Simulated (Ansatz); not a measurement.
Response to strain in KTaO3

Start from KTaO3 in the cubic perovskite structure (space group Pm-3m, No. 221).

```xyz
5
Lattice="3.9853 0.0000 0.0000 0.0000 3.9853 0.0000 0.0000 0.0000 3.9853" Properties=species:S:1:pos:R:3 pbc="T T T"
K      0.0000     0.0000     0.0000
Ta     1.9926     1.9926     1.9926
O      1.9926     0.0000     1.9926
O      0.0000     1.9926     1.9926
O      1.9926     1.9926     0.0000
```

Strains are applied to the cell and any free atomic positions relax.

The values are results of PBEsol in Ansatz (plane waves to 420 eV, PAW, no spin-orbit coupling), not measurements.

Notes on the quantities. energy relative to the base: free energy F.

```json
[
 {"case": "base", "band gap": "2.14 eV", "pressure": "0.0 kbar", "volume per atom": "12.66 Å³", "energy relative to the base": "0 meV/atom"},
 {"case": "isotropic strain +0.60 %", "band gap": "2.10 eV", "pressure": "-35.0 kbar", "volume per atom": "12.89 Å³", "energy relative to the base": "+2.6 meV/atom"},
 {"case": "isotropic strain +1.20 %", "band gap": "2.06 eV", "pressure": "-67.0 kbar", "volume per atom": "13.12 Å³", "energy relative to the base": "+10 meV/atom"},
 {"case": "isotropic strain +1.80 %", "band gap": "2.02 eV", "pressure": "-96.4 kbar", "volume per atom": "13.36 Å³", "energy relative to the base": "+22 meV/atom"},
 {"case": "isotropic strain +2.40 %", "band gap": "1.98 eV", "pressure": "-123.1 kbar", "volume per atom": "13.59 Å³", "energy relative to the base": "+38 meV/atom"},
 {"case": "isotropic strain +3.00 %", "band gap": "1.94 eV", "pressure": "-147.5 kbar", "volume per atom": "13.83 Å³", "energy relative to the base": "+59 meV/atom"}
]
```

With Ta present, leaving out spin-orbit coupling can change the band edges. Stability against distortions was not tested.

Ansatz is an electronic-structure program.
